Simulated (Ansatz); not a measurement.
Take BAs in the zinc blende structure (space group F-43m, No. 216) as the base.

```
BAs
1.0
    0.00000     2.38393     2.38393
    2.38393     0.00000     2.38393
    2.38393     2.38393     0.00000
As B
1 1
Cartesian
  3.57590   3.57590   3.57590
  0.00000   0.00000   0.00000
```

Cartesian axes are those of the cell as printed.

Level of theory: PBEsol (Ansatz, a program for electronic structure), spin-orbit coupling left out.

It is then changed as follows: an isotropic linear strain of −0.49 %; the atoms relax in the strained cell.

Predict the stress tensor and what it implies for the stiffness.

Stress of the strained cell less that of the base (GPa, compression positive):
```
   2.13    0.00    0.00
   0.00    2.13    0.00
   0.00    0.00    2.13
```

Then B = −ΔP/(ΔV/V₀) with ΔV/V₀ = -0.0146 gives secant stiffness values (nonlinear terms included at this strain): B ≈ 146 GPa.

Stability against distortions was not tested.
